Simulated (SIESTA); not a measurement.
Band structure of AlN (P6_3mc, 8 atoms in the cell).

```
AlN
1.0
    3.09035     0.00000     0.00000
   -1.54517     2.67632     0.00000
    0.00000     0.00000    10.11701
Al N
4 4
Direct
  0.00000   0.00000   0.00000
  0.00000   0.00000   0.50000
  0.66667   0.33333   0.75018
  0.33333   0.66667   0.25018
  0.00000   0.00000   0.81216
  0.00000   0.00000   0.31216
  0.66667   0.33333   0.56329
  0.33333   0.66667   0.06329
```

Computed with LDA PW92, numerical atomic orbitals DZP, PseudoDojo LDA standard norm-conserving potentials (rewritten from UPF to PSML) in SIESTA 5.4.2.

Settings: XC.functional = LDA; XC.authors = PW92; potentials = PseudoDojo LDA standard; PAO.BasisSize = DZP; PAO.EnergyShift = 0.005 Ry; MeshCutoff = 400 Ry; kgrid.MonkhorstPack = 10 10 3; OccupationFunction = FD; ElectronicTemperature = 0.1 eV; MaxSCFIterations = 150; SCF.Mixer.Method = Broyden; SCF.Mixer.Weight = 0.25; SCF.Mixer.History = 8; SCF.DM.Tolerance = 1.0E-04.

The starting cell was generated: these elements placed on a structure prototype, without a prior relaxation; it need not be a known phase or ordering of this composition. Its lattice was rescaled by a random factor within 2.5 % of one. Values carry the incompleteness of an atom-centred basis.

### Question
Predict the gap along the standard path and the places of the band edges.

### Answer
The gap along the path is 3.96 eV, from Γ to M; the smallest direct gap on it is 4.43 eV.

Levels in eV from the top of the valence band on the path, bands 13 to 17:
```tsv
point	13	14	15	16	17
Γ	-0.22	-0.03	0.00	0.00	4.43
M	-1.30	-1.21	-0.79	-0.54	3.96
K	-2.34	-1.53	-1.53	-0.79	5.77
A	-0.08	-0.08	-0.08	-0.08	5.38
L	-1.37	-1.37	-0.77	-0.77	4.52
H	-1.45	-1.45	-1.32	-1.32	5.52
```

Higher empty bands are left out: an atom-centred basis made for the valence describes them poorly.
